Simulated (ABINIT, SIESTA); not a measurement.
A SIESTA input for a self-consistent single point of CaO (Fm-3m, 2 atoms in the cell) (DFT, GGA PBEsol, numerical atomic orbitals DZP, PseudoDojo PBEsol standard norm-conserving potentials (rewritten from UPF to PSML)):

```
# files in the folder: Ca.psml O.psml (PseudoDojo PBEsol standard)
SystemName  CaO
SystemLabel siesta

NumberOfAtoms                2
NumberOfSpecies              2
%block ChemicalSpeciesLabel
  1 20 Ca
  2 8 O
%endblock ChemicalSpeciesLabel
LatticeConstant              1.0 Ang
%block LatticeVectors
     0.000000000    2.405000000    2.405000000
     2.405000000    0.000000000    2.405000000
     2.405000000    2.405000000    0.000000000
%endblock LatticeVectors
AtomicCoordinatesFormat      Bohr
%block AtomicCoordinatesAndAtomicSpecies
     0.000000000    0.000000000    0.000000000  1
     4.544791330    4.544791330    4.544791330  2
%endblock AtomicCoordinatesAndAtomicSpecies

XC.functional                GGA
XC.authors                   PBEsol
PAO.BasisSize                DZP
PAO.EnergyShift              0.005 Ry
MeshCutoff                   300 Ry
%block kgrid.MonkhorstPack
   12   0   0  0.0
    0  12   0  0.0
    0   0  12  0.0
%endblock kgrid.MonkhorstPack
OccupationFunction           FD
ElectronicTemperature        50.0 meV

MaxSCFIterations             150
SCF.Mixer.Method             Pulay
SCF.Mixer.Weight             0.1
SCF.Mixer.History            6
SCF.DM.Tolerance             1.0E-05
Diag.ParallelOverK           true
WriteForces                  true
```

Problem. Translate this input to ABINIT.

Solution. This is the input that was run; spellings and numerical settings could be chosen otherwise.

```
# CaO, PseudoDojo nc-sr-04 PBEsol standard
pp_dirpath "./"
pseudos "Ca.upf, O.upf"
acell 3*1.0 Angstrom
rprim
        -0.0000000000    2.4050000000    2.4050000000
         2.4050000000    0.0000000000    2.4050000000
         2.4050000000    2.4050000000    0.0000000000
natom 2
ntypat 2
znucl 20 8
typat 1 2
xcart
         0.0000000000    0.0000000000    0.0000000000
         4.5447913297    4.5447913297    4.5447913297
ecut 42
occopt 3
tsmear 0.05 eV
nband 13
kptopt 1
ngkpt 12 12 12
nshiftk 1
shiftk 0 0 0
nstep 60
tolvrs 1.0e-11
prtwf 0
prtden 0
prtvol 1
enunit 1
```

Basis settings and potentials, where a program has them, do not carry over. This input uses DFT, PBEsol, plane waves, norm-conserving pseudopotentials (PseudoDojo nc-sr-04 PBEsol standard). Both were run: pressure 5.41 GPa in SIESTA and -3.22 in ABINIT; gap on the mesh 3.782 eV in SIESTA and 3.562 in ABINIT.

On SIESTA: the starting cell has typed, rounded lattice constants, without a prior relaxation at this level. Values carry the incompleteness of an atom-centred basis. The basis of the alkali or alkaline-earth atoms may lack their empty d shell, which can raise the gap. With a pressure of about 5 GPa the cell is away from its equilibrium volume at this level.

On ABINIT: the starting cell has typed, rounded lattice constants, without a prior relaxation at this level. With a pressure of about -3 GPa the cell is away from its equilibrium volume at this level.
